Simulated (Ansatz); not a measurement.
Cells marked so need not be the phases stable at ambient conditions, and some may be hypothetical.

 Where the default PAW files enter, the runs use the earlier of Ansatz's two default sets.

The gap is the functional's own, uncorrected, and κ follows it; spin-orbit coupling is left out. Mid-gap values are interpolated between the computed energies.

A. Ca2H3Br (P-3m1, not sure to be the ambient phase, 6 atoms a cell, 14.5 Å³ an atom, 2 GPa at this level), along the normal of (100)
B. Cs$_{2}$LiYCl$_{6}$ (Fm-3m, not sure to be the ambient phase, 10 atoms a cell, 30.0 Å³ an atom), along the normal of (111)
C. YSF (P4/nmm, not sure to be the ambient phase, 6 atoms a cell, 16.2 Å³ an atom), along the normal of (110)
D. MgO (P6_3mc, wurtzite, not sure to be the ambient phase, 4 atoms a cell, 11.8 Å³ an atom), along the normal of (001)

Task: Rank these by mid-gap decay constant of the slowest evanescent state (lowest first), as Ansatz (a first-principles code) with r2SCAN gives it.

Result: A (0.16 1/Å), C (0.20 1/Å), D (0.32 1/Å), B (0.41 1/Å)
